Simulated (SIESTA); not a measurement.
Checking a run of SIESTA on the (001) slab of Zr2Ge (cut from a parent of space group no. 194; 12 atoms in the cell). The aim is a self-consistent single point with DFT, GGA PBE, numerical atomic orbitals DZP, PseudoDojo PBE standard norm-conserving potentials (rewritten from UPF to PSML).

Cell that was meant: a = 4.6253 Å, b = 4.6253 Å, c = 23.9177 Å, α = 90.00°, β = 90.00°, γ = 120.00°.

Part of the input:

```
PAO.EnergyShift              0.005 Ry
MeshCutoff                   400 Ry
%block kgrid.MonkhorstPack
    1   0   0  0.0
    0   1   0  0.0
    0   0   1  0.0
%endblock kgrid.MonkhorstPack
OccupationFunction           FD
```

Output (repeated stretches shortened):

```
reinit: Reading from file input.fdf

reinit: System Name: Zr2Ge
reinit: System Label: zr2ge

   [... lines left out ...]
Gamma-point calculation with interaction between periodic images
Gamma-point calculation with interaction between periodic images
Some features might not work optimally:
Some features might not work optimally:
e.g. DM initialization from atomic data
e.g. DM initialization from atomic data
new_DM -- step:     1
Initializing Density Matrix...

Attempting to read DM from file... Failed...
DM filled with atomic data:

InitMesh: MESH = 50 x 50 x 288 = 720000
InitMesh: Mesh cutoff (required, used) =   400.000   400.727 Ry

stepf: Fermi-Dirac step function
        iscf     Eharris(eV)        E_KS(eV)     FreeEng(eV)     dDmax    Ef(eV) dHmax(eV)
   scf:    1   -20578.441352   -20732.986214   -20733.453959  1.023585 -5.626547 23.462756
   scf:    2   -19898.274427   -20492.447751   -20492.542211  0.887589 -4.318504112.180191
   scf:    3   -20518.351545   -20713.997488   -20714.372401  0.705545 -4.747749 44.159483
   scf:    4   -20756.368256   -20743.053654   -20743.449175  0.208609 -5.301784 16.343059
   scf:    5   -20721.927295   -20742.185254   -20742.622626  0.179753 -5.330402 18.739494
   [... 10 lines left out ...]
   scf:   16   -20749.863413   -20749.863488   -20750.401796  0.000342 -5.240028  0.009197
   scf:   17   -20749.863534   -20749.863511   -20750.401797  0.000137 -5.241035  0.004187
   scf:   18   -20749.863563   -20749.863537   -20750.401798  0.000075 -5.241545  0.001073
   scf:   19   -20749.863553   -20749.863545   -20750.401798  0.000044 -5.241691  0.000617
SCF Convergence by DM+H criterion
max |DM_out - DM_in|         :     0.0000438281
max |H_out - H_in|      (eV) :     0.0006172502
SCF cycle converged after 19 iterations

Using DM_out to compute the final energy and forces

siesta: E_KS(eV) =           -20749.8635

siesta: E_KS - E_eggbox =    -20749.8635

siesta: Atomic forces (eV/Ang):
     1    0.000006   -0.000003    0.641248
     2    0.000018   -0.000010   -0.628144
     3    0.000127   -0.000072   -0.157316
     4   -0.000153    0.000088   -0.511967
     5    0.000007   -0.000004    0.389245
     6   -0.000009    0.000005   -0.493448
     7    0.000140   -0.000079   -0.025553
     8   -0.000140    0.000080   -0.192162
     9    0.000117   -0.000067    0.451345
    10   -0.000086    0.000049   -0.678670
   [... lines left out ...]
siesta: FreeEng =    -20750.401798
siesta: Cell volume =        443.132554 Ang**3
   [... lines left out ...]

siesta: Pressure (static):
siesta:                Solid            Molecule  Units
siesta:          -0.00032636         -0.00039574  Ry/Bohr**3
siesta:          -0.02996528         -0.03633488  eV/Ang**3
siesta:         -48.00967690        -58.21489914  kBar

siesta: Electric dipole (a.u.)  =    0.000000   -0.000000    0.644089
siesta: Electric dipole (Debye) =    0.000000   -0.000000    1.637111
```

Question: Can these results be used? Check the input.

Answer: The run is not sound. The fault is a single k-point for a small metallic cell. One k-point cannot sample the Fermi surface of a small cell. To fix it, use a converged k-point mesh. The run converged in 19 iterations without an error; against the sound input the free energy drops by 1.03 eV/atom and the largest force goes from 1.515 to 1.099 eV/Å.

An input that runs soundly differs in these lines (not the only fix; some lines may just follow from the change or write a value another way):
```diff
-    1   0   0  0.0
-    0   1   0  0.0
+    3   0   0  0.0
+    0   3   0  0.0
```

With that input, the run converged in 19 iterations: free energy E − TS -20737.9845 eV; Fermi level (on the code's own zero) -4.52 eV; pressure averaged over the cell with its vacuum 6.85 GPa; largest force (vector length) 1.515 eV/Å (DFT, GGA PBE, numerical atomic orbitals DZP, PseudoDojo PBE standard norm-conserving potentials (rewritten from UPF to PSML)).

On the sound input: the starting cell was generated: these elements placed on a structure prototype, without a prior relaxation; it need not be a known phase or ordering of this composition. The slab is cut from that crystal, and its faces are unrelaxed. Spin polarisation is off, though cut faces can carry moments; the slab shows no gap. Values carry the incompleteness of an atom-centred basis. Forces in this geometry exceed 1 eV/Å. Without a gap this mesh is coarse (it stands for a supercell whose shortest in-plane vector is 14 Å).
